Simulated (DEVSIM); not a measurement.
Device: Schottky contact on p-type GaSb, at 250 K.

```tsv
layer (left to right)	material	thickness (μm)	Na (cm⁻³)	τn (s)	τp (s)
1	GaSb	3.40	5.3e15	5.1e-10	5.1e-10
```

Left contact: Schottky, work function 4.116 eV, emission velocity 4.2e6 cm/s. Right contact: ohmic. Voltage is applied to the left contact. Recombination: SRH at mid-gap, Auger. Mobility is μmin + (μ − μmin)/(1 + (N/Nref)^α).

The device is made up for the run: typed textbook-type constants, with dimensions and the other settings drawn at random. Values at 300 K; Nc and Nv go as T^1.5, mobilities as T to minus their exponent, the gap by Varshni's rule with the affinity fixed.

| parameter | GaSb |
|---|---|
| gap (eV) | 0.726 |
| affinity (eV) | 4.06 |
| permittivity | 15.7 |
| Nc (cm⁻³) | 2.1e17 |
| Nv (cm⁻³) | 1.8e19 |
| μn (cm²/Vs) | 5000 |
| μp (cm²/Vs) | 850 |
| μn,min | 1000 |
| μp,min | 190 |
| Nref,n | 2.8e17 |
| Nref,p | 9e17 |
| αn | 1.05 |
| αp | 0.65 |
| T exponent of μn | 2 |
| T exponent of μp | 1.7 |
| Cn (cm⁶/s) | 5e-30 |
| Cp (cm⁶/s) | 5e-30 |
| Varshni α (eV/K) | 0.00042 |
| Varshni β (K) | 140 |

DEVSIM, 1D drift-diffusion, Boltzmann statistics, complete ionisation; no tunnelling, impact ionisation, image-force lowering or self-heating. Metal contacts follow the ideal Schottky-Mott rule: no Fermi-level pinning, no interface dipoles.

Q: Tabulate band edges, carrier densities and field at zero bias.

A: Energies count from the Fermi level of the right contact; mesh points crowd at the junctions.

```json
[
 {"x (μm)": "0.000", "Ec (eV)": "0.056", "Ev (eV)": "-0.689", "n (cm⁻³)": "1.2e16", "p (cm⁻³)": "180000", "field (V/cm)": "26000"},
 {"x (μm)": "0.01063", "Ec (eV)": "0.083", "Ev (eV)": "-0.662", "n (cm⁻³)": "3.5e15", "p (cm⁻³)": "620000", "field (V/cm)": "24000"},
 {"x (μm)": "0.02590", "Ec (eV)": "0.119", "Ev (eV)": "-0.626", "n (cm⁻³)": "6.4e14", "p (cm⁻³)": "3300000", "field (V/cm)": "23000"},
 {"x (μm)": "0.05079", "Ec (eV)": "0.174", "Ev (eV)": "-0.570", "n (cm⁻³)": "4.9e13", "p (cm⁻³)": "4.4e7", "field (V/cm)": "22000"},
 {"x (μm)": "0.09742", "Ec (eV)": "0.268", "Ev (eV)": "-0.476", "n (cm⁻³)": "6.3e11", "p (cm⁻³)": "3.4e9", "field (V/cm)": "19000"},
 {"x (μm)": "0.1506", "Ec (eV)": "0.359", "Ev (eV)": "-0.386", "n (cm⁻³)": "9.4e9", "p (cm⁻³)": "2.3e11", "field (V/cm)": "15000"},
 {"x (μm)": "0.2269", "Ec (eV)": "0.459", "Ev (eV)": "-0.286", "n (cm⁻³)": "9.0e7", "p (cm⁻³)": "2.4e13", "field (V/cm)": "11000"},
 {"x (μm)": "0.3995", "Ec (eV)": "0.562", "Ev (eV)": "-0.183", "n (cm⁻³)": "760000", "p (cm⁻³)": "2.8e15", "field (V/cm)": "2100"},
 {"x (μm)": "0.5845", "Ec (eV)": "0.575", "Ev (eV)": "-0.170", "n (cm⁻³)": "420000", "p (cm⁻³)": "5.1e15", "field (V/cm)": "120"},
 {"x (μm)": "0.8501", "Ec (eV)": "0.575", "Ev (eV)": "-0.169", "n (cm⁻³)": "400000", "p (cm⁻³)": "5.3e15", "field (V/cm)": "≈ 0"},
 {"x (μm)": "1.232", "Ec (eV)": "0.575", "Ev (eV)": "-0.169", "n (cm⁻³)": "400000", "p (cm⁻³)": "5.3e15", "field (V/cm)": "≈ 0"},
 {"x (μm)": "2.014", "Ec (eV)": "0.575", "Ev (eV)": "-0.169", "n (cm⁻³)": "400000", "p (cm⁻³)": "5.3e15", "field (V/cm)": "≈ 0"},
 {"x (μm)": "2.443", "Ec (eV)": "0.575", "Ev (eV)": "-0.169", "n (cm⁻³)": "400000", "p (cm⁻³)": "5.3e15", "field (V/cm)": "≈ 0"},
 {"x (μm)": "2.741", "Ec (eV)": "0.575", "Ev (eV)": "-0.169", "n (cm⁻³)": "400000", "p (cm⁻³)": "5.3e15", "field (V/cm)": "≈ 0"},
 {"x (μm)": "3.003", "Ec (eV)": "0.575", "Ev (eV)": "-0.169", "n (cm⁻³)": "400000", "p (cm⁻³)": "5.3e15", "field (V/cm)": "≈ 0"},
 {"x (μm)": "3.142", "Ec (eV)": "0.575", "Ev (eV)": "-0.169", "n (cm⁻³)": "400000", "p (cm⁻³)": "5.3e15", "field (V/cm)": "≈ 0"},
 {"x (μm)": "3.228", "Ec (eV)": "0.575", "Ev (eV)": "-0.169", "n (cm⁻³)": "400000", "p (cm⁻³)": "5.3e15", "field (V/cm)": "≈ 0"},
 {"x (μm)": "3.288", "Ec (eV)": "0.575", "Ev (eV)": "-0.169", "n (cm⁻³)": "400000", "p (cm⁻³)": "5.3e15", "field (V/cm)": "≈ 0"},
 {"x (μm)": "3.340", "Ec (eV)": "0.575", "Ev (eV)": "-0.169", "n (cm⁻³)": "400000", "p (cm⁻³)": "5.3e15", "field (V/cm)": "≈ 0"},
 {"x (μm)": "3.366", "Ec (eV)": "0.575", "Ev (eV)": "-0.169", "n (cm⁻³)": "400000", "p (cm⁻³)": "5.3e15", "field (V/cm)": "≈ 0"},
 {"x (μm)": "3.385", "Ec (eV)": "0.575", "Ev (eV)": "-0.169", "n (cm⁻³)": "400000", "p (cm⁻³)": "5.3e15", "field (V/cm)": "≈ 0"},
 {"x (μm)": "3.400", "Ec (eV)": "0.575", "Ev (eV)": "-0.169", "n (cm⁻³)": "400000", "p (cm⁻³)": "5.3e15", "field (V/cm)": "≈ 0"}
]
```
